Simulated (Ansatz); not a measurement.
Adsorption energy and surface dipole of Br on the 1x1 (10-10) surface of wurtzite ZnO (cut with top plane O + Zn), one in a 2x1 cell, started at the site 'bridge Zn-Zn (span 3.3 Å)', worked from the runs' numbers; total energies count from the potentials' own zero.

Host crystal: wurtzite ZnO, with a band gap (PBE, scalar-relativistic without spin-orbit coupling).

These are r2SCAN, at the PBE geometry (plane waves to 500 eV, PAW; Ansatz, a quantum-chemistry and plane-wave program) values and carry that method's errors.

Slab: 33 atoms, 9.4 Å thick at the start under the adsorbate (thin: gaps and levels are the slab's own); k 3x4x1, smearing 0.01 eV, dipole-corrected; single point; on the structure that PBE left under its start's symmetry; spin-polarised, ending with about 0.9 μB a cell, a value that depends on the mesh; orders that need a larger cell were not tried, no spin-orbit, no U, no dispersion correction. The slab shows no gap over 0.04 eV on its mesh. The program's check for a lower electronic state was not made. At the end it is bonded to 2 Zn. In PBE it is, or lies within 0.03 eV of, the lowest of the starts that converged; the order may differ at this level.

| quantity | value |
|---|---|
| slab with the adsorbate | -65106.984 eV |
| clean slab, same cell and mesh | -62314.010 eV |
| reference, ½ Br2(g) | -2792.677 eV |
| area of the cell | 34.72 Å² |
| change of the step from the bottom to the top vacuum level | 1.121 eV |

Question: What is the adsorption energy against this reference?

Answer: E(slab + adsorbate) − E(slab) − E(reference) = -0.30 eV, so in this state the adsorbate is more stable than in the reference, at a coverage of 2.88 a nm².

Question: What dipole does adsorption add to the slab along the outward normal (Helmholtz relation, ε₀ = 0.005526 e/(V·Å))?

Answer: p = −ε₀·A·ΔV = -0.215 e·Å = -1.03 D; its negative end points to the vacuum, which raises the vacuum level.
